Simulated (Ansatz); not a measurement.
Consider BAs in the zinc blende structure (space group F-43m, No. 216; a = 4.8093 Å). Axes: x, y, z lie along the cube axes.

The values are results of PBE (Ansatz, an electronic-structure program, PAW, no SOC), not measurements.

The change: an isotropic linear strain of −1.50 %; the atoms relax in the strained cell.

Q: Predict the stress tensor and what it implies for the stiffness.

A: Stress of the strained cell less that of the base (GPa, compression positive):
```
   6.54    0.00    0.00
   0.00    6.54    0.00
   0.00    0.00    6.54
```

Then B = −ΔP/(ΔV/V₀) with ΔV/V₀ = -0.0443 gives secant stiffness values (nonlinear terms included at this strain): B ≈ 148 GPa.

As a check, the harmonic strain energy −½ V₀ Δσ:ε is 13 meV/atom; the computed energy rise is 12 meV/atom.

Whether these cells are dynamically stable was not tested.
